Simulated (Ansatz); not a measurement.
The reference is ZrB$_{2}$ (space group P6/mmm, No. 191; relaxed with 0.1 eV smearing).

```xyz
3
Lattice="3.1552 0.0000 0.0000 -1.5776 2.7325 0.0000 0.0000 0.0000 3.5062" Properties=species:S:1:pos:R:3 pbc="T T T"
Zr     0.0000     0.0000     0.0000
B      1.5776     0.9108     1.7531
B      0.0000     1.8217     1.7531
```

Cartesian axes are those of the cell as printed.

Computed with Ansatz (a quantum-chemistry and plane-wave program) PBEsol, no spin-orbit coupling.

Now apply this change: uniaxial strain ε_zz = −2.00 %, all other strain components held at zero, atoms relaxed at fixed cell.

Question: Predict the stress tensor and what it implies for the stiffness.

Answer: Stress of the strained cell less that of the base (GPa, compression positive):
```
    2.8     0.0     0.0
    0.0     2.8     0.0
    0.0     0.0     9.6
```

Then −Δσ_ii/ε with ε = -0.0200 gives secant stiffness values (nonlinear terms included at this strain): C33 ≈ 478 GPa, C13 ≈ 139 GPa and C23 ≈ 139 GPa.

As a check, the harmonic strain energy −½ V₀ Δσ:ε is 6.0 meV/atom; the computed energy rise is 5.9 meV/atom.

No phonon test of stability was made. The final runs are not spin-polarised.
